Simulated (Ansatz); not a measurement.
## SiO2 (P4₁2₁2, No. 92)

The numbers are results of HSE06 (Ansatz, an electronic-structure program, plane waves, PAW), not measurements.

Numerical settings: plane-wave cutoff 460 eV, 6×6×4 k mesh (along the axes of the cell as run), Fermi–Dirac smearing 0.01 eV, scalar-relativistic PAW data made under PBE.

Cell (measured lattice):

```
O2Si
1.0
    4.95700     0.00000     0.00000
    0.00000     4.95700     0.00000
    0.00000     0.00000     6.89030
Si O
4 8
Direct
  0.30470   0.30470   0.00000
  0.80470   0.19530   0.75000
  0.19530   0.80470   0.25000
  0.69530   0.69530   0.50000
  0.23810   0.11090   0.18260
  0.73810   0.38910   0.56740
  0.26190   0.61090   0.06740
  0.76190   0.88910   0.68260
  0.88910   0.76190   0.31740
  0.38910   0.73810   0.43260
  0.61090   0.26190   0.93260
  0.11090   0.23810   0.81740
```

```json
{
 "band_gap": "7.56 eV (on the SCF k mesh) (direct)"
}
```

Note: cell and atoms aren't relaxed at this level (largest force component 0.32 eV/Å, pressure 1.3 GPa).

Computed values are for the static lattice.
